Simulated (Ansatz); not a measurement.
## CdTe: Se on a Te site, symmetric start

The parent structure is a 24-atom supercell of CdTe in the zinc blende structure (space group F-43m, No. 216; a = 6.4895 Å) at its relaxed geometry.

One thing is altered: one Te atom is replaced by Se, atoms relaxed at fixed cell.

Level of theory: PBEsol (Ansatz, a first-principles code), no SOC, earlier PAW set. Γ-centred 3×2×3 mesh, Fermi–Dirac width 0.01 eV.

The pressure goes from zero to -0.6 GPa and the gap of the supercell decreases by 0.12 eV to 0.53 eV. The total moment of the cell comes out as 0.0 μB and the energy gained by relaxation amounts to 0.15 eV. The mean distance from the defect site to its nearest host atoms drops by 0.12 Å (2.81 Å → 2.69 Å).

The magnetic state is the one reached from the starting moments; the real material's order can differ, and small cells can't hold many antiferromagnetic ones. In so small a cell the defect repeats every few ångströms: this is an ordered compound, not a dilute defect. The defect started on the symmetric site and kept its symmetry, so it may sit on a saddle. Spin-orbit coupling, missing from the scalar runs, can matter with Te. Starting moments died away, wholly or in part, for Se on a Te site; another magnetic solution may exist. The defect cell is spin-polarised and ends with 0.0 μB.
